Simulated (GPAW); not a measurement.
Equation of state of AlB2-type HfB2 (space group 191): energy against volume (GPAW, LDA)

```
HfB2
1.0
    3.01788     0.00000     0.00000
   -1.50894     2.61356     0.00000
    0.00000     0.00000     3.34465
Hf B
1 2
Direct
  0.00000   0.00000   0.00000
  0.66667   0.33333   0.50000
  0.33333   0.66667   0.50000
```

Method: LDA (Perdew-Wang 92), GPAW PAW datasets LDA (gpaw-data 1.0.1) (plane waves; GPAW 25.7.0). Settings: mode = pw; ecut = 1040 eV; xc = LDA; kpts = 22 22 17; mesh shift (steps) = 0 0 0; occupations.name = fermi-dirac; occupations.width = 0.05 eV; nbands = -7; convergence.density = 1e-05 e/electron; convergence.energy = 1e-05 eV/electron; symmetry.symmorphic = false; symmetry.tolerance = 0.0005; maxiter = 150. The cell above is the first row's. The rows scale it uniformly. In all rows fractional positions and the k mesh are held. E is the free energy at the stated smearing, counted from the lowest row.

| V (Å^3/atom) | E (meV/atom) |
|---|---|
| 8.7935 | 58.73 |
| 8.9847 | 31.54 |
| 9.1759 | 13.24 |
| 9.3670 | 2.98 |
| 9.5582 | 0.00 |
| 9.7493 | 3.63 |
| 9.9405 | 13.24 |
| 10.1317 | 28.28 |
| 10.3228 | ? |

Taking the third-order Birch-Murnaghan form, a cubic in V^(-2/3) for E over the 8 complete rows: With u = V^(-2/3) - 0.224, the rows have u = 0.010725, 0.007383, 0.004157, 0.001043, -0.001968, -0.004879, -0.007698, -0.010428. Least squares gives E = 1.177 + 1337.07·u + 376590·u² - 84478·u³. Residuals (row less fit): 0.000, -0.002, 0.003, -0.001, -0.005, 0.002, 0.001, -0.001; standard error 0.003 (degrees of freedom: 4). Its minimum lies at u = -0.001774, so V0 = (0.222226)^(-3/2) = 9.546. There d²E/du² = 754100 and d³E/du³ = -506900, so B0 = (4/9) × 9.546^(-7/3) × 754100 × 0.160218 = 278 GPa (the last factor turns the table's units into GPa), and B0' = 4 + (2/3) × 0.222226 × (-506900)/754100 = 3.9. The program's pressures in the fitted runs (not shown) pass through zero at V = 9.54, 0.03 % from this V0.

Q: What does the fit predict for E at V = 10.3228, and how far is the calculated value from it?

A: u = -0.013072, so E = 1.177 + 1337.07 × (-0.013072) + 376590 × (-0.013072)² - 84478 × (-0.013072)³ = 48.238 meV/atom. The calculation gives 48.24 meV/atom, which the fit meets to the printed digits. The row lies outside the fitted rows, so this is an extrapolation. From the scatter of the fitted rows alone, a prediction at this place has a standard error of 0.008 meV/atom, so the miss is 0.2 times that.

Carrying the step between the two nearest rows on in a straight line would have given 43.31, off by 4.93; series whose last step already gives the withheld value aren't shown. The scan was laid around a cell of about the measured size, scaled by a guess for this functional; axis ratios and inner coordinates come from that cell. The runs keep the symmetry of the cell, so they don't test it for distortions. Spin-orbit coupling is off. The shape of the cell and the inner coordinates aren't relaxed, so V0 and B0 belong to this uniform scaling; a relaxed crystal lies no higher in energy and is usually softer. Cutoffs and mesh are single choices, not tested for convergence of this quantity. Series with a scatter that would blur these digits, or in which a gap closes, are not shown. Nor are scans whose minimum lies at an end fitted in this form.
